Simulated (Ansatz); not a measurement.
AlP (F-43m), PBE with spin-orbit coupling, rigid bands (Ansatz, a quantum-chemistry and plane-wave program): Condition of this run: functional PBE, cell relaxed with it. band gap 1.61 eV, N_c = 1.85e19 cm⁻³ and N_v = 5.83e19 cm⁻³ at 300 K, conductivity masses of 0.348 mₑ (electrons) and 0.707 mₑ (holes). Take k_BT = 0.02585 eV.

### Question
A film of it is 3 nm thick. Estimate the confinement energies in an infinite well.

### Answer
ħ²π²/(2m t²) = 0.376 eV·nm²/(m/mₑ × t²) gives 120 meV for electrons and 59.1 meV for holes, so the gap would widen to about 1.79 eV. Finite barriers and nonparabolic bands lower this, and with several valleys or bands the heaviest mass along the normal sets the lowest level, not this average.

### Question
Find the intrinsic carrier density and the intrinsic Fermi level.

### Answer
n_i = √(N_c N_v) exp(−E_g/2k_BT) = 3.28e19 × exp(−31.14) = 9.8e5 cm⁻³. The level lies (k_BT/2) ln(N_v/N_c) = 15 meV from mid-gap (positive towards the conduction band). Each 0.1 eV added to the gap lowers n_i by a factor of 6.9.

### Question
What thermal injection velocity √(2k_BT/πm) limits a ballistic channel?

### Answer
9.12e6 cm/s for electrons and 6.40e6 cm/s for holes, a ratio of √(m_h/m_e) = 1.43, for dilute carriers.

Rigid, parabolic bands with the computed gap; masses take one relaxation time for all states.
